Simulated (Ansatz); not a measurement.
A constructed model of the (111)A surface of zinc-blende ZnS (in the relaxation 1 O–S bonds broke), Zn-terminated, 2x2 O adatom at T4 (bottom of the slab: 2 H on 4 bottom sites)

These are PBE (plane waves to 420 eV, PAW; Ansatz, a first-principles code) values and carry that method's errors.

Slab: 35 atoms, 12.7 Å thick at the start with caps and adatoms (thin: gaps and levels are the slab's own); k 3x3x1, smearing 0.025 eV, dipole-corrected; 8 atoms held, the rest relaxed; held to the start's symmetry, so lower structures may exist; no spin, no spin-orbit, no U. In PBE it lies 0.13 eV a 1x1 cell over the lowest computed structure of the same composition (2x2 O adatom at H3).

```json
{
  "gap_of_the_slab_on_its_k_mesh": "1.17 eV",
  "highest_filled_level_below_the_top_vacuum_level": "5.44 eV",
  "energy_released_by_relaxation": "3.53 eV",
  "cost": "around 16 core-minutes (rough)"
}
```
